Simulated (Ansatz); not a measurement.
**Converging the k-point mesh at a smearing width of 0.02 eV: NbRu₃ (P4mm, 4 atoms in the cell)**

```yaml
crystal:
  lattice:
    - [3.86568, 0.00000, 0.00000]
    - [0.00000, 3.86568, 0.00000]
    - [0.00000, 0.00000, 3.86568]
  atoms:
    - { symbol: Nb, position: [0.00000, 0.00000, 0.01293] }
    - { symbol: Ru, position: [0.00000, 0.50000, 0.50000] }
    - { symbol: Ru, position: [0.50000, 0.00000, 0.50000] }
    - { symbol: Ru, position: [0.50000, 0.50000, 0.00000] }
```

Method of the run: LDA (PW92), default PAW files made with PBE (plane waves; Ansatz, a first-principles code).

Base settings: basis.ecutwfc = 420 eV; kpoints.mp_grid.grid = 9 9 9; hamiltonian.xc = lda; hamiltonian.pseudopotentials = {kind: paw} (the program's default PAW files); scf.occupations.method = gaussian; scf.occupations.width = 0.1 eV.

In this ladder: scf.occupations.width = 0.02 eV.

Only quantities that move along the ladder and can be compared are tabulated.

The count of work is k-points × plane waves × bands × iterations; it is no time. Core times come from one kind of shared machine, to one figure; runs under 30 s give none.

The starting cell comes from a database of computed structures (which also holds hypothetical and non-ambient phases and stackings), without a prior relaxation at this level. Its lattice was rescaled by up to half a per cent. One atom was moved a little off its site on purpose. Spin polarisation is off. In the base run, with a pressure of about -8 GPa the cell is away from its equilibrium volume at this level. Ansatz's pressure includes its estimate of the finite-basis (Pulay) stress.

Steps (kpoints.mp_grid.grid): 3 3 3; 4 4 4; 5 5 5; 6 6 6; 8 8 8; 9 9 9; 11 11 11; 14 14 14; 17 17 17; 20 20 20.

What is the coarsest kpoints.mp_grid.grid that holds the forces within 0.02 eV/Å?

Not settled: the last two steps still differ by 0.013 eV/Å, over half the tolerance, so the ladder does not show it.

What is the coarsest kpoints.mp_grid.grid that holds the free energy within 0.5 meV/atom of the last step, with all finer ones?

14 14 14, at 0.40 of the last step's count of work and about 0.4 of the last step's time; the step before is off by 0.90 meV/atom.

What is the coarsest kpoints.mp_grid.grid that holds the pressure within 0.5 GPa of the last step, with all finer ones?

5 5 5, at 0.025 of the last step's count of work; the step before is off by 0.84 GPa.

| kpoints.mp_grid.grid | free energy less the last step's (meV/atom) | pressure (GPa) | largest difference of a force vector from the last step's (eV/Å) | count of work / last | core time / last (rough) |
|---|---|---|---|---|---|
| 3 3 3 | -32.59 | -8.89 | 0.208 | 0.011 | – |
| 4 4 4 | 17.03 | -7.73 | 0.104 | 0.025 | – |
| 5 5 5 | 14.94 | -8.22 | 0.028 | 0.025 | – |
| 6 6 6 | 7.68 | -8.53 | 0.076 | 0.064 | – |
| 8 8 8 | -3.71 | -8.50 | 0.031 | 0.10 | – |
| 9 9 9 | 5.31 | -8.56 | 0.018 | 0.10 | – |
| 11 11 11 | -0.90 | -8.48 | 0.017 | 0.17 | – |
| 14 14 14 | 0.34 | -8.56 | 0.008 | 0.40 | 0.4 |
| 17 17 17 | -0.02 | -8.59 | 0.013 | 0.56 | 0.6 |
| 20 20 20 | 0.00 | -8.57 | 0.000 | 1.0 | 1 |

Keys are those of Ansatz 0.2.
